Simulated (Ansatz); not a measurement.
For Ti3Al (P6₃/mmc, No. 194), PBE (plane waves, PAW; Ansatz, a first-principles code) gives:

| Property | Result |
|---|---|
| equilibrium lattice constant a | 5.759 Å |
| c axis length | 4.657 Å |
| Voigt–Reuss–Hill shear modulus | 58.8 GPa |
| formation enthalpy | -0.279 eV/atom |

Q: What does r²SCAN (Ansatz, plane waves, PAW) give for the same quantities?

A: 
- lattice constant a: 5.748 Å (shrinks by 0.2 %)
- lattice parameter c: 4.633 Å (falls by 0.5 %)
- Voigt–Reuss–Hill shear modulus: 64.1 GPa (increases by 9.0 %)
- formation enthalpy: -0.308 eV/atom (moves by -0.029 eV/atom)

Changes are worked out from the printed values.

Unless a cell is named, each level is at its own relaxed cell (PBE 16.72, r²SCAN 16.57 Å³/atom).

The crystal itself was run without spin with PBE, r²SCAN; a magnetic state was not tried in these runs.

Ansatz's density-functional and Hartree–Fock values are scalar-relativistic unless marked +SOC, with PAW data made under PBE.
